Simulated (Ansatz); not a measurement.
Structures of equal composition on the (111) surface of fcc Pt: a layer of Al in place of the second plane; a layer of Al in place of the third plane. The slabs share one bottom face, and each structure is named by its start. These are constructed structures in small cells; real faces may alloy, dewet or reconstruct in larger ones, and not all known structures of the face are among them. Slabs of about 11 Å with all that they carry, Fermi-Dirac smearing of 0.1 eV. Bottom of the slabs: a bare face, its two planes held. Relaxed from the named starts with such symmetry as they have, on meshes of like density; energies extrapolated to zero smearing; no spin-orbit coupling, no U. Spin-polarised runs, if any, are marked in brackets, and their order is one that fits the cell; the others ran without spin.

The numbers are results of PBE (plane waves to 420 eV, PAW; Ansatz, a quantum-chemistry and plane-wave program), not measurements.

Task: Order them by energy per 1x1 cell (lowest first) at the level PBE.

Result: a layer of Al in place of the second plane (0.000 eV), a layer of Al in place of the third plane (0.138 eV)
